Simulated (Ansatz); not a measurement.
# RuSi, pressure series

The reference is RuSi (space group P2_13, No. 198; a = 4.7047 Å).

Cell and atoms are relaxed at each pressure.

Computed with r2SCAN, PAW, 500 eV (Ansatz, a first-principles code; no SOC).

Notes on the quantities. enthalpy: H = E + PV relative to the base's energy.

| change | shortest interatomic distance | enthalpy |
|---|---|---|
| base | 2.378 Å | – |
| pressure −2 GPa | 2.381 Å | -0.16 eV/atom |
| pressure −1 GPa | 2.380 Å | -0.08 eV/atom |
| pressure 1.8 GPa | 2.375 Å | +0.15 eV/atom |
| pressure 4.2 GPa | 2.371 Å | +0.34 eV/atom |
| pressure 9 GPa | 2.364 Å | +0.72 eV/atom |
| pressure 30 GPa | 2.333 Å | +2.31 eV/atom |
| pressure 60 GPa | 2.295 Å | +4.43 eV/atom |

Load acts through the strain it causes; cell and atoms are relaxed under it. Stability against distortions was not tested. No other phases were tried under pressure.
